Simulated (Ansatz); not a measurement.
CsCl-type PdIn was calculated with PBE-D3(BJ) (Ansatz, a program for electronic structure, plane waves, PAW).

Run with plane-wave cutoff 500 eV, 18×18×18 k mesh, Fermi–Dirac smearing 0.1 eV, scalar-relativistic PAW data made under PBE.

Computed at the level's own relaxed cell.

What does this level give for the equilibrium volume per atom and equilibrium lattice constant a?


- equilibrium volume per atom = 17.33 Å³/atom
- equilibrium lattice constant a = 3.260 Å

Spin–orbit coupling is not included.

The computed numbers hold no vibrational or temperature effects.
